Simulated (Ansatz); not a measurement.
Base system: InP in the zinc blende structure (space group F-43m, No. 216; a = 5.907 Å).

All numbers come from DFT with r2SCAN, PAW potentials and a 500 eV plane-wave cutoff in Ansatz (a program for electronic structure), scalar-relativistic without spin-orbit coupling.

Before the change:

The band gap is 1.03 eV and the electron mass comes out as 0.074 mₑ (at Γ).

Perturbation: the cell is scaled by 0.9850 in all directions; the atoms relax in the strained cell.

Question: Predict the new band gap and electron mass.

Answer: The band gap rises by 0.26 eV (1.03 eV → 1.29 eV); the electron mass changes from 0.074 mₑ (at Γ) to 0.089 mₑ (at Γ).

Masses are band curvatures over ±0.01 Å⁻¹ around the edge. Stability against distortions was not tested.
